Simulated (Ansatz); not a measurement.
The parent structure is GaN in the zinc blende structure (space group F-43m, No. 216; a = 4.498 Å).

The other end (x = 1) is AlN in the zinc blende structure (space group F-43m, No. 216): 10.49 Å³/atom, gap 3.19 eV; this end may not be an ambient phase.

The values are results of plane-wave PAW DFT at the PBEsol level (Ansatz, a first-principles code, 420 eV), without spin-orbit coupling, not measurements.

Al replaces a fraction x of Ga; each row is one arrangement (x, atoms in the cell, starting space group or random), fully relaxed.

One change was made to it. Results:

```tsv
quantity	base	after
gap character (in this cell's own zone, which can be folded)	direct at Γ	direct at Γ
shortest interatomic distance	1.948 Å	1.889 Å
band gap	1.70 eV	2.20 eV
```

Question: Which change produced these results?
A. x(Al) = 0.25, 8 atoms, R3m
B. x(Al) = 0.25, 8 atoms, Cm
C. x(Al) = 0.75, 8 atoms, P-43m

Answer: B, x(Al) = 0.25, 8 atoms, Cm. For comparison, the band gap in the other runs: x(Al) = 0.25, 8 atoms, R3m gives 2.10 eV; x(Al) = 0.75, 8 atoms, P-43m gives 3.32 eV.

Each cell is one ordered arrangement of few atoms, which overstates ordering effects compared with a random alloy. No phonon test of stability was made. This is not the structure that GaN has at room temperature and ambient pressure. This is not the structure that AlN has at room temperature and ambient pressure. k-point labels follow each cell's own Brillouin zone.
